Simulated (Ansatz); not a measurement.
The reference is Bi in the diamond structure (space group Fd-3m, No. 227; a = 7.165 Å; a hypothetical phase, not in the database extracts checked).

One thing is altered: cell and atoms relaxed at a pressure of 0.7 GPa.

Levels (all Ansatz, a first-principles code, PAW): PBEsol (420 eV, no SOC); PBEsol+SOC (420 eV, with spin-orbit coupling).

The geometry is relaxed with PBEsol.

PBEsol pressure: 0.7 GPa

Problem. Predict the pressure from PBEsol+SOC.

Solution. The pressure rises by 0.9 GPa, from 0.7 GPa to 1.6 GPa.

Single points use the geometry relaxed with PBEsol. The spin-orbit shifts are approximate. Load acts through the strain it causes; cell and atoms are relaxed under it. Stability against distortions was not tested.
